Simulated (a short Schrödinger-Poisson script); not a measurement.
Structure: MOS inversion layer, Si3N4 on p-type Si(111), at 300 K.

From the gate side: 3 nm Si3N4; 560 nm Si, acceptors 5.8e17 cm⁻³.

Constants are typed, rounded textbook-type inputs, not results; the design itself was drawn at random and stands for no fabricated device. Si3N4: permittivity 7.5, conduction-band edge (eV) 1.95, gap (eV) 5.1, electron mass (mₑ) 0.5. Si: permittivity 11.7, conduction-band edge (eV) 0, gap (eV) 1.124, Nv at 300 K (cm⁻³) 3.1e19.

Channel valleys (confinement mass, in-plane density-of-states mass, number): Δ6 0.258, 0.358, 6. At the gate the conduction-band edge of layer 1 lies 2.51 eV − eVg above the Fermi level of the channel; the field vanishes at the back. Gaps are held at their typed values at every temperature. Mesh 0.03 nm at interfaces.

From a short Schrödinger-Poisson script (our own, NumPy): 1D Poisson equation in equilibrium, electrons quantum, Hartree (BenDaniel-Duke, 12 states a valley, the channel's in-plane mass for all, wave functions ending at the dielectric), parabolic valleys, classical holes, full ionisation, no traps, pinning or gate leakage.

```
Vg (V)  electrons (cm⁻²)  C (μF/cm²)  Δ6 E0 (meV from the Fermi level)
------  ----------------  ----------  --------------------------------
0.65              2.23e9       0.220                             239.6
0.7              1.13e10       0.256                             197.6
0.75             5.23e10       0.409                             158.0
0.8              1.81e11       0.726                             125.8
0.85             4.27e11        1.02                             103.4
0.9              7.61e11        1.21                              88.3
0.95             1.15e12        1.33                              77.4
1                1.57e12        1.40                              69.1
1.05             2.01e12        1.46                              62.4
1.1              2.47e12        1.50                              56.8
1.15             2.94e12        1.53                              52.1
1.2              3.42e12        1.55                              47.9
1.25             3.90e12        1.57                              44.1
1.3              4.40e12        1.59                              40.7
1.35             4.90e12        1.61                              37.7
1.4              5.40e12        1.62                              34.8
1.45             5.91e12        1.64                              32.2
```

Gate voltages with under 1e9 electrons/cm² are left out.

Question: At Vg = 1.45 V the lowest Δ6 subband lies at 32.2 meV from the Fermi level. How many electrons does it hold, and what share of all?

Answer: The two-dimensional density of states is g m/(πħ²) = 8.97e11 cm⁻² meV⁻¹ (both spins), kT = 25.9 meV, so n = D kT ln(1 + exp(−E/kT)) = 5.87e12 cm⁻², 0.99 of the 5.91e12 cm⁻² in all.

Question: Compare the slope of the sheet density between 1.35 and 1.45 V with the geometric capacitance of the layers between gate and channel.

Answer: q Δn/ΔV = 1.62 μF/cm²; ε0/Σ(t/ε) = 2.21 μF/cm². The ratio is 0.73: the channel acts as a further capacitance in series.
